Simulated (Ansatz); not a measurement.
C on the 1x1 (111) surface of fcc Pd, one in a 2x2 cell, started at the site 'bridge Pd-Pd (span 2.8 Å)'

The numbers are results of PBE (plane waves to 420 eV, PAW; Ansatz, an electronic-structure program), not measurements.

Slab: 17 atoms, 6.8 Å thick at the start under the adsorbate (thin: gaps and levels are the slab's own); k 6x6x1, smearing 0.1 eV, dipole-corrected; 8 atoms held, the rest relaxed; start symmetry kept, larger cells not searched; no spin, no spin-orbit, no U, no dispersion correction. At the end it is bonded to 3 Pd. In PBE it is, or lies within 0.03 eV of, the lowest of the starts that converged.

```
Item                                                                                                                                              Value
--------------------------------------------------------------------------------------  ---------------------------------------------------------------
adsorption energy against an atom of graphite                                                                                                   0.86 eV
work function of the top face                                                                                                                   5.45 eV
change of the work function                                                                                                                     0.21 eV
change of the step from the bottom to the top vacuum level, against the clean slab                                                              0.21 eV
energy released by relaxation                                                                                                                   2.43 eV
height of the binding atom over the mean of the host atoms within 0.3 Å of the top one                                                          0.946 Å
nearest host atoms of the binding atom                                                                         Pd at 1.88 Å, Pd at 1.88 Å, Pd at 1.88 Å
largest move of a host atom                                                                                                                      0.09 Å
note                                                                                    in the relaxation the adsorbate left its starting site by 0.8 Å
cost                                                                                                                       very roughly 20 core-minutes
```

A negative adsorption energy means that the adsorbate is more stable on the surface than in its reference.
